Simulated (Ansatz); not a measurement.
Start from Pt in the fcc (Cu type) structure (space group Fm-3m, No. 225; a = 3.942 Å; relaxed with 0.1 eV smearing). Axes: x, y, z lie along the cube axes.

Level of theory: r2SCAN (Ansatz, an electronic-structure program; PAW; 500 eV plane waves; scalar-relativistic without spin-orbit coupling), earlier PAW set.

It is then changed as follows: a pure shear with ε_xy = ε_yx = -0.0318; the atoms relax in the strained cell.

**Question.** How does this affect the energy relative to the base?

**Answer.** The energy goes up by 15 meV/atom.

**Question.** Estimate the effect on the stress.

**Answer.** The stress (xx, yy, zz, yz, xz, xy; compression positive) comes out as (2.3, 2.3, -1.2, 0.0, 0.0, 5.0) GPa.

Stability against distortions was not tested. All final runs are without spin polarisation.
